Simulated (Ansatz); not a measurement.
**Point defect Cl interstitial in rock-salt AgCl**

Method: PBE, PAW (plane waves to 420 eV; Ansatz, a quantum-chemistry and plane-wave program). A supercell of 64 sites (2×2×2 repeats of a cell of 8 atoms) was used; the energies come from a 2×2×2 shifted sampling of its zone. Site at the start: void with 4Ag4Cl nearest. Finite-size correction: monopole term and site-potential alignment. Dielectric constants: PBE linear response of the host. Host gap at this level: 0.92 eV. These values are not converged in cell size to better than tenths of an eV. The semilocal functional narrows the gap, so deep levels can fall outside it. Spin–orbit coupling is left out. Each state is the lowest found from its start.

Formation energies E_f are given with the Fermi level at the valence-band maximum. Chemical conditions: Ag-rich (Δμ(Cl) = -0.90 eV; only phases computed here count, gases as isolated molecules at 0 K); Cl-rich (Δμ(Cl) = 0.00 eV; only phases computed here count, gases as isolated molecules at 0 K). Reference phases: Cl: Cl2 molecule in a box.

The name describes the start; the neighbours show where the atoms ended.

Charges with a result: +1, 0, −1. Others weren't obtained, and one of them could lie lower, also by skipping a charge.

| charge | moment (μB) | point group | largest move off a lattice site (Å) | neighbours of the last Cl atom of the defect at the end (Å) | image correction with alignment (eV) | E_f, Ag-rich (eV) | E_f, Cl-rich (eV) |
|---|---|---|---|---|---|---|---|
| +1* | not spin-polarised | – | 0.88 | Ag 2.52, Ag 2.53, Ag 2.55, Ag 2.55 | – | – | – |
| 0* | fractional | – | 0.72 | Ag 2.54, Ag 2.54, Ag 2.54, Ag 2.54 | – | – | – |
| −1 | not spin-polarised | near Td | 0.71 | Ag 2.53, Ag 2.53, Ag 2.54, Ag 2.54 | -0.13 | 1.64 | 0.74 |

* At this level the carrier isn't localised at the defect: at charge +1 holes occupy the valence band; at charge 0 holes occupy the valence band. Such a state is shallow or no state of the defect, and this cell gives it no level.

Point groups are those of the whole cell at tolerances of 0.03 and 0.1 Å ("near" where only the looser one holds); none is given for unsettled states.

Flagged in the runs: a doubtful potential alignment.
